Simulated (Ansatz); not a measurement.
Bond-angle distributions (per cent of the angles at each element, bins of 10°) of a relaxed model of amorphous Hf$_{32}$La$_{4}$O$_{70}$ at 8.50 g/cm³. Level of theory: PBE, scalar-relativistic without spin-orbit coupling (plane waves to 420 eV, PAW; Ansatz, a program for electronic structure).

It comes from a melt-quench run on a machine-learned potential (CHGNet), relaxed afterwards by DFT. O atoms were pushed apart under 1.9 Å during the dynamics, to hinder bonds among them. The hot cell started wider than the set density and was brought back towards it in steps. It is the lowest in DFT energy of 4 quenches. It is a model cell: composition and starting density were chosen by hand, and all elements were melted together. No dispersion term was used. Its density started from a set value of 8.21 and ended at 8.50 g/cm³. Cooling (nominally 150 K/ps over its main leg) ran many orders faster than in experiment, which tends to leave more defects and strain. Values belong to this one cell and scatter from quench to quench. Volume and shape were free in the relaxation.

Cut-offs for bonds: Hf-Hf 3.34 Å, Hf-La 3.65 Å, Hf-O 2.56 Å, La-La 3.96 Å, La-O 3.00 Å, O-O 1.58 Å. Two cations that share two anions don't count as bonded, nor two that share one unless they lie closer than Hf-Hf 3.25 Å, Hf-La 3.55 Å, La-La 3.85 Å.

```tsv
angle (°)	at Hf	at La	at O
50-60	0	4	0
60-70	3	18	0
70-80	26	8	0
80-90	17	12	1
90-100	12	14	20
100-110	8	9	35
110-120	7	6	16
120-130	6	10	10
130-140	6	4	9
140-150	6	8	7
150-160	5	5	3
160-170	4	1	0
170-180	1	1	0
```

They go with these counts of neighbours within the cut-offs, cation contacts included: Hf mean 6.1, most often 6; La mean 6.8, most often 7; O mean 3.2, most often 3.
